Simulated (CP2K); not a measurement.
Troubleshooting CP2K: a failed run on CsZn4As3 (P1, 8 atoms in the cell). The aim is a self-consistent single point with DFT LDA (Pade form), GPW, DZVP-MOLOPT-SR-GTH basis, GTH-PADE potentials (GTH_POTENTIALS).

Cell that was meant: a = 4.1789 Å, b = 4.1789 Å, c = 10.5710 Å, α = 90.00°, β = 90.00°, γ = 90.00°.

Part of the input:

```
      EPS_DEFAULT 1E-11
    &END QS
    &MGRID
      CUTOF 600
      REL_CUTOFF 50
      NGRIDS 5
    &END MGRID
```

Output, abridged:

```
 Possible matches for unknown keyword

 CUTOF

   keyword CUTOFF in section %__ROOT__%FORCE_EVAL%DFT%MGRID score:  109
   keyword CUTOFF in section %__ROOT__%FORCE_EVAL%PROPERTIES%TDDFPT%MGRID score:  109
   keyword CUTOFF in section %__ROOT__%FORCE_EVAL%PROPERTIES%RIXS%TDDFPT%MGRID score:  109
   keyword REL_CUTOFF in section %__ROOT__%FORCE_EVAL%DFT%MGRID score:  105
   keyword REL_CUTOFF in section %__ROOT__%FORCE_EVAL%PROPERTIES%TDDFPT%MGRID score:  105

 *******************************************************************************
 *   ___                                                                       *
 *  /   \                                                                      *
 * [ABORT]                                                                     *
 *  \___/             found an unknown keyword CUTOF in section MGRID          *
 *    |                                                                        *
 *  O/|                                                                        *
 * /| |                                                                        *
 * / \                                               input/input_parsing.F:253 *
 *******************************************************************************

 ===== Routine Calling Stack =====

            5 section_vals_parse
            4 section_vals_parse
            3 section_vals_parse
            2 section_vals_parse
            1 read_input
Abort(1) on node 0 (rank 0 in comm 0): application called MPI_Abort(MPI_COMM_WORLD, 1) - process 0
```

### Question
Read the log: what does the program object to, and what is the fix?

### Answer
The fault is a keyword that the program does not know. The program does not know a key of this name. To fix it, use the program's own name for the key. The program stopped before any SCF iteration.

An input that runs soundly differs in these lines (not the only fix; some lines may just follow from the change or write a value another way):
```diff
-      CUTOF 600
+      CUTOFF 600
```

With that input, the run converged in 16 iterations: free energy E − TS -7653.6964 eV; Fermi level (on the code's own zero) 4.73 eV; pressure -2.42 GPa; largest force (vector length) 0.529 eV/Å (DFT LDA (Pade form), GPW, DZVP-MOLOPT-SR-GTH basis, GTH-PADE potentials (GTH_POTENTIALS)).

On the sound input: the starting cell comes from a database of published, mostly measured structures (it also holds non-ambient and calculated ones), without a prior relaxation at this level. Its atoms were displaced at random from the sites of space group no. 123. Values carry the incompleteness of an atom-centred basis. The run gives no clean gap (levels at the Fermi energy touch, overlap or are partly filled at this smearing), which alone does not show that the compound is a metal. Without a gap this mesh is coarse (it stands for a supercell whose shortest vector is 13 Å).
